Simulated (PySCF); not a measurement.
PySCF 2.14.0, PBE/def2-svp, df: Cr(O)4 ([O]=[Cr-2](=[O])(=[O])=[O]), charge -2, multiplicity 1, 5 atoms. The geometry is a generated start, not checked to be a minimum at this level.

task: energy
method: pbe
basis: def2-svp
two-electron scheme: density fitting
mol.max_memory: 3000 MB
mf.max_cycle: 100
mf.conv_tol: 1e-09 (default)
mf.grids.level: 3 (default)
basis functions: 87
grid points: 77232

```xyz
5

Cr     0.0006     0.0002     0.0002
O      1.1452     0.6667    -0.9563
O      0.7178    -0.8357     1.2064
O     -0.9283    -1.0107    -0.8856
O     -0.9353     1.1795     0.6353
```

Charge -2 and multiplicity 1 are set for this test and not shown to be the ground state.

With the defaults (mf.DIIS = CDIIS, mf.diis_space = 8, mf.diis = true, mf.damp = 0, mf.diis_start_cycle = 1, mf.level_shift = 0, mf.init_guess = minao) it converges in 18 Fock builds. One run each on 2 threads, 1 BLAS thread, with these changes:
- mf.init_guess = mod_huckel
- mf.diis_space = 3
- mf.diis_space = 20
- mf.diis = false
- mf.diis = false, mf.damp = 0.7, mf.diis_start_cycle = 999
- mf.DIIS = EDIIS
- mf.init_guess = sap
- mf.level_shift = 0.1 Hartree
- mf.init_guess = 1e

### Question
Which of these changes keep the SCF from converging, or lead it to another solution?

### Answer
No convergence: mf.DIIS = EDIIS; mf.diis_space = 3; mf.diis = false; mf.diis = false, mf.damp = 0.7, mf.diis_start_cycle = 999 (the run ends without SCF convergence in 100 cycles). The rest reach the solution of the defaults.

```
setting                                                    Fock builds             end
---------------------------------------------------------  -----------  --------------
mf.level_shift = 0.1 Hartree                                        15   same solution
mf.diis_space = 20                                                  17   same solution
the defaults                                                        18   same solution
mf.init_guess = mod_huckel                                          21   same solution
mf.init_guess = sap                                                 22   same solution
mf.init_guess = 1e                                                  24   same solution
mf.DIIS = EDIIS                                                    101  no convergence
mf.diis_space = 3                                                  101  no convergence
mf.diis = false                                                    101  no convergence
mf.diis = false, mf.damp = 0.7, mf.diis_start_cycle = 999          101  no convergence
```
